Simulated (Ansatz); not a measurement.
Start from Sn in the diamond structure (space group Fd-3m, No. 227; a = 6.656 Å; relaxed with 0.1 eV smearing). Axes: x, y, z lie along the cube axes.

The values are results of PBE (Ansatz, a program for electronic structure; PAW; 420 eV plane waves; spin-orbit coupling left out), not measurements.

The change: tensile biaxial strain of 2.00 % in the plane normal to [001], as in epitaxy on a mismatched substrate; the out-of-plane cell vector and the atoms relax.

Q: What does the calculation give for the out-of-plane strain, in-plane stress and energy relative to the base after the change?

A: The out-of-plane strain comes out as -1.93 %; the mean in-plane stress (compression positive) amounts to -1.0 GPa; the energy increases by 4.9 meV/atom.

Stability against distortions was not tested.
